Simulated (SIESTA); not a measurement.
Band structure of GaN (P6_3mc, 4 atoms in the cell).

```xyz
4
Lattice="3.1972 0.0000 0.0000 -1.5986 2.7689 0.0000 0.0000 0.0000 5.2070" Properties=species:S:1:pos:R:3 pbc="T T T"
Ga     1.5986     0.9230     3.0784
Ga     0.0000     1.8459     0.4749
N      1.5986     0.9230     5.0445
N      0.0000     1.8459     2.4410
```

Method of the run: GGA PBE, numerical atomic orbitals TZP, PseudoDojo PBE standard norm-conserving potentials (rewritten from UPF to PSML) (SIESTA).

Settings: XC.functional = GGA; XC.authors = PBE; potentials = PseudoDojo PBE standard; PAO.BasisSize = TZP; PAO.EnergyShift = 0.005 Ry; MeshCutoff = 350 Ry; kgrid.MonkhorstPack = 6 6 4; OccupationFunction = FD; ElectronicTemperature = 0.05 eV; MaxSCFIterations = 150; SCF.Mixer.Method = Broyden; SCF.Mixer.Weight = 0.25; SCF.Mixer.History = 6; SCF.DM.Tolerance = 1.0E-05.

The starting cell comes from a database of published, mostly measured structures (it also holds non-ambient and calculated ones), without a prior relaxation at this level. Values carry the incompleteness of an atom-centred basis.

Question: Predict the gap along the standard path and the places of the band edges.

Answer: The gap along the path is 1.87 eV, direct at Γ to within 0.01 eV.

Levels in eV from the top of the valence band on the path, bands 15 to 19:
| point | 15 | 16 | 17 | 18 | 19 |
|---|---|---|---|---|---|
| Γ | -1.06 | -0.01 | 0.00 | 0.00 | 1.87 |
| M | -4.26 | -2.83 | -2.22 | -1.04 | 5.11 |
| K | -5.34 | -3.01 | -3.01 | -2.78 | 5.31 |
| A | -0.54 | -0.54 | -0.54 | -0.54 | 4.21 |
| L | -2.01 | -2.01 | -1.94 | -1.94 | 4.41 |
| H | -4.25 | -4.25 | -1.52 | -1.52 | 6.41 |

Higher empty bands are left out: an atom-centred basis made for the valence describes them poorly.
